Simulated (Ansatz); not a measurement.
The starting structures come from a database of crystals and need not be the phases stable at ambient conditions.

Given:

```xyz
16
Lattice="4.8870 -0.0342 0.0000 2.2924 7.1325 0.0000 0.0000 0.0000 6.0843" Properties=species:S:1:pos:R:3 pbc="T T T"
Rb     2.7732     5.3086     4.5632
Rb     4.4062     1.7897     1.5211
H      2.3488     4.4743     1.5211
H      4.8306     2.6240     4.5632
H      2.4435    -0.0171     0.0000
H      2.4435    -0.0171     3.0421
P      5.2075     5.3561     1.5211
P      1.9719     1.7422     4.5632
O      6.2548     4.1643     1.5211
O      0.9246     2.9340     4.5632
O      3.8335     4.7178     1.5211
O      3.3459     2.3805     4.5632
O      5.4919     6.2095     0.2452
O      1.6875     0.8888     5.8390
O      1.6875     0.8888     3.2874
O      5.4919     6.2095     2.7969
```

Space group of this cell: P2_1/m. The cell was relaxed by PBE-D3(BJ); by PBEsol its mean pressure is -0.8 GPa.

Transport runs along the normal of the first two printed cell vectors.

The gap is the functional's own, uncorrected, and κ follows it; spin-orbit coupling is left out. Mid-gap values are interpolated between the computed energies.

**Question.** Estimate the band gap and the smallest decay constant κ at mid-gap that PBEsol (Ansatz, a program for electronic structure) returns for this system.

**Answer.** Gap 5.13 eV on a 8×4×6 mesh; κ = 0.464 1/Å, at the zone centre.
